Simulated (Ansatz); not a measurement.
The starting structures come from a database of crystals and need not be the phases stable at ambient conditions.

Tunnelling through a barrier is set by its complex band structure: the current falls as exp(−2κd) with the smallest κ.

Consider the following.

```yaml
crystal:
  lattice:
    - [6.62176, 0.00000, 0.00000]
    - [-3.14971, 6.84612, 0.00000]
    - [-3.14971, 2.64825, 6.31317]
  atoms:
    - { symbol: Ag, position: [0.03288, 0.29188, 0.29188] }
    - { symbol: Ag, position: [0.80045, 0.58833, 0.58833] }
    - { symbol: Ag, position: [0.00579, 0.00062, 0.00062] }
    - { symbol: P, position: [0.04382, 0.81014, 0.81014] }
    - { symbol: P, position: [0.05214, 0.49117, 0.49117] }
    - { symbol: P, position: [0.72791, 0.08305, 0.08305] }
    - { symbol: P, position: [0.53071, 0.26431, 0.77689] }
    - { symbol: P, position: [0.53071, 0.77689, 0.26431] }
    - { symbol: P, position: [0.50090, 0.61310, 0.91104] }
    - { symbol: P, position: [0.50090, 0.91104, 0.61310] }
    - { symbol: P, position: [0.27147, 0.61116, 0.05486] }
    - { symbol: P, position: [0.27147, 0.05486, 0.61116] }
    - { symbol: P, position: [0.26563, 0.35154, 0.80792] }
    - { symbol: P, position: [0.26563, 0.80792, 0.35154] }
```

The cell is taken as given; by PBEsol it stands under a pressure of -1.2 GPa.

Transport runs along the normal of the first two printed cell vectors.

The gap is the functional's own, uncorrected, and κ follows it; spin-orbit coupling is left out. Mid-gap means the computed energy nearest the middle.

**Question.** Compute, with PBEsol (Ansatz, a first-principles code), the band gap and the smallest decay constant κ at mid-gap.

**Answer.** Gap 0.77 eV on a 6×6×6 mesh; κ = 0.163 1/Å, at (0.500, 0.500) of the in-plane reciprocal vectors. At the zone centre the slowest state has κ = 0.17 1/Å.
